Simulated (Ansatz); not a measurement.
Take Mg in the hcp (Mg type) structure (space group P6_3/mmc, No. 194; a = 3.195 Å, c = 5.197 Å; relaxed with 0.1 eV smearing) as the base. Axes: x lies along a and z along c of the hexagonal cell.

All numbers come from Kohn–Sham DFT with the PBE functional, run in Ansatz (a quantum-chemistry and plane-wave program) with PAW and 420 eV plane waves, without spin-orbit coupling.

Before the change:

| Item | Result |
|---|---|
| Pressure | 0.0 GPa |
| Shortest interatomic distance | 318.7 pm |
| Band gap | zero |

The change: uniaxial strain ε_zz = −1.50 %, all other strain components held at zero; the atoms relax in the strained cell.

### Question
Predict the new pressure.

### Answer
The pressure (mean of the normal stresses, compression positive) goes from zero to 0.6 GPa.

### Question
Predict the new energy relative to the base.

### Answer
The energy increases by 1.1 meV/atom.

### Question
Estimate the effect on the shortest interatomic distance.

### Answer
The shortest interatomic distance decreases by 3.2 pm, from 318.7 pm to 315.5 pm.

### Question
What happens to the band gap?

### Answer
The band gap stays zero.

Whether these cells are dynamically stable was not tested.
